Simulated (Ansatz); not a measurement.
Surface energy of faces of monoclinic ZrO2 in PBE and in HSE06, in Ansatz (plane waves, PAW). Symmetric slabs relaxed with PBE from ideal cuts in 1x1 cells (the lowest computed cut and spin start of each face; real faces may reconstruct in larger cells); HSE06 values are single points on them, with the bulk at the same level. No spin-orbit coupling, no U. HSE06 ran on coarser k-meshes, which may carry part of its shift.

```csv
face,PBE (J/m²),HSE06 (J/m²)
(001),1.25,1.49
(010),2.19,2.43
(011),1.30,1.44
(10-1),1.22,1.38
(100),1.41,1.60
(101) (2 O–Zr bonds broke),1.36,1.56
(11-1),0.92,1.09
(110),1.18,?
```

### Question
Fit a straight line y = a·x + b by least squares to the 7 complete rows (x: PBE (J/m²); y: HSE06 (J/m²)).

### Answer
the means are x̄ = 1.3786 and ȳ = 1.5700; Σ(x − x̄)² = 0.91789 and Σ(x − x̄)(y − ȳ) = 0.96970, so a = 1.056 and b = ȳ − a·x̄ = 0.114. The largest residual is 0.056.

### Question
What does the line predict for the withheld row, (110), and what did the calculation give?

### Answer
the line gives 1.36; the calculation gave 1.33, a miss of -0.03, of the size of the fitted rows' scatter and rounding.

Ansatz is a program for electronic structure.
